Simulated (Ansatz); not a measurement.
**A computed series for ZnO: response to strain**

Consider ZnO in the wurtzite structure (space group P6_3mc, No. 186; a = 3.279 Å, c = 5.294 Å). Axes: x lies along a and z along c of the hexagonal cell.

Strains are applied to the cell and any free atomic positions relax.

Level of theory: plane-wave PAW DFT at the PBE level (Ansatz, a quantum-chemistry and plane-wave program, 420 eV), spin-orbit coupling left out.

Notes on the quantities. energy relative to the base: free energy F.

| case | band gap | energy relative to the base | volume per atom |
|---|---|---|---|
| base | 0.74 eV | 0 meV/atom | 12.33 Å³ |
| uniaxial strain ε_zz = +0.60 % | 0.73 eV | +0.3 meV/atom | 12.40 Å³ |
| uniaxial strain ε_zz = +1.20 % | 0.71 eV | +1.1 meV/atom | 12.47 Å³ |
| uniaxial strain ε_zz = +1.80 % | 0.69 eV | +2.5 meV/atom | 12.55 Å³ |
| uniaxial strain ε_zz = +2.40 % | 0.67 eV | +4.4 meV/atom | 12.62 Å³ |
| uniaxial strain ε_zz = +3.00 % | 0.66 eV | +6.9 meV/atom | 12.70 Å³ |

Stability against distortions was not tested.
